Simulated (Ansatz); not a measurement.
# Thickness series in W2C

The reference is W2C (space group P-3m1, No. 164; a = 3.0088 Å, c = 4.6230 Å).

Free-standing slabs (3 atom(s) a layer) normal to the stacking axis with 15 Å of vacuum; in-plane cell relaxed.

The values are results of PBEsol-D3(BJ) (Ansatz, a quantum-chemistry and plane-wave program), no SOC, not measurements.

Notes on the quantities. excess energy per area of both faces: slab less bulk energy over the cell's area: twice a surface energy; uncertain by up to 0.2 J/m².

```json
[
 {"case": "base", "excess energy per area of both faces": "–", "thickness between the outermost nuclei": "–", "in-plane lattice parameter a": "5.686 bohr", "shortest interatomic distance": "3.970 bohr"},
 {"case": "1 layer", "excess energy per area of both faces": "9.2 J/m²", "thickness between the outermost nuclei": "2.65 Å", "in-plane lattice parameter a": "5.352 bohr", "shortest interatomic distance": "3.978 bohr"},
 {"case": "2 layers", "excess energy per area of both faces": "8.4 J/m²", "thickness between the outermost nuclei": "6.98 Å", "in-plane lattice parameter a": "5.623 bohr", "shortest interatomic distance": "3.900 bohr"},
 {"case": "3 layers", "excess energy per area of both faces": "[?]", "thickness between the outermost nuclei": "[?]", "in-plane lattice parameter a": "[?]", "shortest interatomic distance": "[?]"},
 {"case": "4 layers", "excess energy per area of both faces": "8.4 J/m²", "thickness between the outermost nuclei": "16.24 Å", "in-plane lattice parameter a": "5.653 bohr", "shortest interatomic distance": "3.906 bohr"}
]
```

Problem. Fill in the withheld entries from the trend.

Solution. 
- 3 layers, excess energy per area of both faces: 8.5 J/m²
- 3 layers, thickness between the outermost nuclei: 11.62 Å
- 3 layers, in-plane lattice parameter a: 5.642 bohr
- 3 layers, shortest interatomic distance: 3.907 bohr

Slab and bulk use different k-meshes, which limits the precision of the excess energy. Whether these cells are dynamically stable was not tested. The final runs are not spin-polarised.
